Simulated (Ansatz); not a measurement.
The parent structure is ZnSe in the zinc blende structure (space group F-43m, No. 216; a = 5.633 Å).

Method: DFT with PBEsol, PAW potentials and a 420 eV plane-wave cutoff in Ansatz (a quantum-chemistry and plane-wave program), no SOC.

One change was made to it. Results:

| quantity | base | after |
|---|---|---|
| electron mass | 0.091 mₑ (at Γ) | 1.1 mₑ along k, 0.26 mₑ across (at X) |
| valley order (the lowest conduction-band minima on the path, energy above the VBM, named in the base's zone) | Γ 1.24 eV; L along ⟨111⟩ 2.48 eV; X along ⟨100⟩ 2.80 eV | X along ⟨100⟩ 2.08 eV; Γ 2.35 eV; L along ⟨111⟩ 2.89 eV |
| hole mass (degenerate bands, along [100]) | 0.096, 0.58, 0.58 mₑ (at Γ) | 0.15, 0.40, 0.40 mₑ (at Γ) |
| volume per atom | 22.35 Å³ | 17.28 Å³ |

**Question.** What was done to the base?
A) pressure 4.5 GPa
B) pressure −1 GPa
C) pressure 30 GPa

**Answer.** C, pressure 30 GPa. For comparison, the valley order in the other runs: pressure 4.5 GPa gives Γ 1.48 eV; L along ⟨111⟩ 2.58 eV; X along ⟨100⟩ 2.66 eV; pressure −1 GPa gives Γ 1.18 eV; L along ⟨111⟩ 2.45 eV.

The levels and masses belong to the bands next to the band gap. Load acts through the strain it causes; cell and atoms are relaxed under it. Effective masses come from finite differences of ±0.01 Å⁻¹. Along k means along the line from Γ to the band edge. Whether these cells are dynamically stable was not tested. Measured, ZnSe leaves this structure (for rock salt) near 13 GPa (temperature not stated; as listed in M. Köfferlein et al., Hyperfine Interactions (1994)).
